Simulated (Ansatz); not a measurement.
Effect of electrons 5.0×10^21 cm⁻³ on Se

Take Se (space group P3_121, No. 152; a = 4.5345 Å, c = 5.0415 Å; made of chains) as the base.

One thing is altered: electron doping at 5.0×10^21 cm⁻³ (0.449 per cell), with a uniform compensating background at fixed cell and a 300 K Fermi–Dirac width.

Level of theory: Kohn–Sham DFT with the PBE functional, run in Ansatz (a first-principles code) with PAW and 420 eV plane waves, no spin-orbit coupling. Γ-centred 15×15×12 mesh, Fermi–Dirac width 0.0259 eV.

```json
[
 {"quantity": "gap between the host's bands", "base": "1.04 eV", "changed": "1.06 eV", "shift": "+0.012 eV"},
 {"quantity": "gap character", "base": "indirect, L → H", "changed": "indirect, L → H", "shift": "–"},
 {"quantity": "largest internal atomic displacement", "base": "–", "changed": "0.032 Å", "shift": "–"},
 {"quantity": "Fermi level relative to the doped band's edge (positive inside the band; to 0.05 eV)", "base": "–", "changed": "+0.45 eV", "shift": "–"}
]
```

Charged cell with a jellium background: band edges are those of the host's band count, energies are not comparable with the neutral cell, and many-body gap narrowing is missing. Whether these cells are dynamically stable was not tested. No dispersion term is included, though the crystal is made of layers, chains or molecules, so its spacings can come out too wide.
